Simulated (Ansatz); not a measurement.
Data:

```
BeS
1.0
    0.00000     2.41892     2.41892
    2.41892     0.00000     2.41892
    2.41892     2.41892     0.00000
Be S
1 1
Cartesian
  0.00000   0.00000   0.00000
  3.62838   3.62838   3.62838
```

Level of theory: PBEsol, rigid bands (plane waves, PAW, scalar-relativistic; Ansatz, an electronic-structure program). Geometry: cell and atoms relaxed with PBEsol.

Problem. What conductivity effective mass do dilute electrons have at 300 K?

Solution. 0.37 mₑ.

Problem. Predict the hole conductivity mass (n e² τ/σ) at 300 K, by direction if it differs.

Solution. 0.66 mₑ.

Problem. And the band gap?

Solution. 2.91 eV at this level; semilocal functionals usually fall short of the measured gap.

Rigid bands, one relaxation time for all states, no polarons. Spin-orbit coupling is left out; where it splits the top of the valence band it changes the hole mass and lowers the gap by about a third of the splitting.
